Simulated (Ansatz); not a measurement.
# Hypothetical fluorite HfSi2: biaxial strain −1.97 %, plane normal [001], relaxed out of plane

The parent structure is HfSi$_{2}$ in the fluorite structure (space group Fm-3m, No. 225; a = 6.1830 Å; a hypothetical phase, not in the database extracts checked). Axes: x, y, z lie along the cube axes.

It is then changed as follows: biaxial strain −1.97 %, plane normal [001], relaxed out of plane (Cartesian); in-plane vectors clamped, the third vector and the atoms free.

Level of theory: PBEsol (Ansatz, a program for electronic structure; PAW; 420 eV plane waves; without spin-orbit coupling). k-mesh 13×13×13 (Γ-centred); smearing 0.05 eV (Fermi–Dirac).

```csv
quantity,base,changed,shift
volume per atom,19.70 Å³,21.81 Å³,+2.11 Å³
space group,Fm-3m (No. 225),I4/mmm (No. 139),–
shortest interatomic distance,267.7 pm,278.6 pm,+10.9 pm
energy relative to the base (free energy F),0 meV/atom,-50 meV/atom,-50 meV/atom
"pressure (mean of the normal stresses, compression positive)",0.0 GPa,-8.8 GPa,-8.8 GPa
band gap,zero,zero,–
out-of-plane strain (rough),–,+15.21 %,–
mean in-plane stress (compression positive) (rough),–,-13.2 GPa,–
```

Final structure (turned so that z lies along the plane normal):

```xyz
3
Lattice="4.2859 0.0000 0.0000 0.0000 4.2859 0.0000 2.1429 -2.1429 3.5616" Properties=species:S:1:pos:R:3 pbc="T T T"
Hf     0.0000     0.0000     0.0000
Si     4.2859     2.1429     1.7808
Si     2.1429     0.0000     1.7808
```

Without a gap, meshes like the base's 13×13×13 leave anisotropic stresses uncertain by several tenths of a GPa, and small strain energies with them. No phonon test of stability was made. The final runs are not spin-polarised. Under biaxial strain −1.97 %, plane normal [001], relaxed out of plane the cell ends below the base's energy or with stress of the wrong sign: the atoms slid into a distortion or the cell is elastically unstable, so the base is not a stable minimum at this level. HfSi2 has a high density of states at the Fermi level and may be magnetic at this level.
